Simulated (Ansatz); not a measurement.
**Response to strain in SnSe2**

Take SnSe₂ in the CdI2 type structure (space group P-3m1, No. 164; a = 3.840 Å, c = 6.006 Å; layered, stacked along the Cartesian z axis) as the base. Axes: x lies along a and z along c of the hexagonal cell.

Strains are applied to the cell and any free atomic positions relax; under biaxial strain the out-of-plane vector relaxes too; under stress the whole cell relaxes.

Computed with PBE-D3(BJ) in Ansatz (plane waves to 420 eV, PAW, no spin-orbit coupling).

Candidates:
(a) biaxial strain −1.18 %, plane normal [001], relaxed out of plane
(b) isotropic strain −3.35 %
(c) uniaxial stress, 1 GPa tension along z

For the base:

```
Property    Value
--------  -------
Band gap  0.36 eV
```

Order them by band gap, highest first.

(c) uniaxial stress, 1 GPa tension along z (0.60 eV), (a) biaxial strain −1.18 %, plane normal [001], relaxed out of plane (0.47 eV), (b) isotropic strain −3.35 % (0.12 eV)

Beyond what the load breaks, stability against distortions was not tested. A zero or small gap of SnSe2 under isotropic strain −3.35 % can be the functional's error rather than a property of the material.

Ansatz is a quantum-chemistry and plane-wave program.
